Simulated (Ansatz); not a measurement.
# Point defect Ge on the Zn site + O vacancy in wurtzite ZnO

Level of theory: PBE, PAW (plane waves to 420 eV; Ansatz, an electronic-structure program). A supercell of 96 sites (3×2×2 repeats of a cell of 8 atoms) was used; the energies come from a 2×2×2 shifted sampling of its zone. Sites at the start: the Zn site; O 2.01 Å away, along c. Charged cells carry a point-charge image correction with potential alignment at far atoms. Dielectric constants: PBE linear response of the host. Host gap at this level: 0.74 eV. Finite-size and sampling errors can reach tenths of an eV here. PBE underestimates the host's gap, which shifts levels and can delocalise carriers. Spin–orbit coupling is left out. Each state is the lowest found from its start.

The name describes the start; the neighbours show where the atoms ended.

Charges with a result: +2, +1, 0, −1. Others weren't obtained, and one of them could lie lower, also by skipping a charge.

```csv
charge,moment (μB),largest move off a lattice site (Å),neighbours of the last Ge atom of the defect at the end (Å),image correction with alignment (eV)
+2,not spin-polarised,0.30,"O 1.91, O 1.92, O 1.92",0.61
+1†,quenched,0.28,"O 1.91, O 1.92, O 1.92",0.19
0†,not spin-polarised,0.29,"O 1.91, O 1.92, O 1.92",0.00
−1†,quenched,0.29,"O 1.96, O 1.97, O 1.97, Zn 3.12, Zn 3.12, Zn 3.13",0.10
```

† Not settled in this cell, so no level is given: charge +1: a level filled in part, carriers not clearly localised, level within 0.1 eV of a band edge or past it; charge 0: carriers not clearly localised, level within 0.1 eV of a band edge or past it; charge −1: a level filled in part, level within 0.1 eV of a band edge or past it.

Starting moments that weren't kept: charge +1 began with 1 μB and ended with 0.0; charge −1 began with 1 μB and ended with 0.0.

Flagged in the runs: a doubtful potential alignment, a host whose relaxation on this sampling wasn't shown to rest.

All states together cost about 6 core-hours (a rough figure).
